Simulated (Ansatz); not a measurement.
Data:

```
BeTe
1.0
    0.00820     2.82841     2.82841
    2.82841     0.00820     2.82841
    2.83661     2.83661     0.00000
Be Te
1 1
Direct
  0.00032   0.00032   0.99968
  0.24968   0.24968   0.25032
```

No spin polarisation.

The values are results of Kohn–Sham DFT with the r2SCAN functional, run in Ansatz (a quantum-chemistry and plane-wave program) with PAW and 500 eV plane waves, without spin-orbit coupling, not measurements. Γ-centred 10×10×10 mesh, Fermi–Dirac width 0.05 eV.

Task: Predict the valence-band top at Γ, space group, smallest direct gap and band gap.

Result: The valence-band top at Γ (three highest levels, from the VBM) is 0.00, -0.02, -0.05 eV and the space group comes out as Imm2 (No. 44). The smallest direct gap is 3.99 eV and the band gap comes out as 2.35 eV.

Spin-orbit coupling, missing from the scalar runs, can matter with Te. The cells carry an imposed strain or load. No phonon test of stability was made. The cell was made from BeTe in the zinc blende structure (space group F-43m, No. 216) by this change: tensor shear ε_xy = +0.29 %.
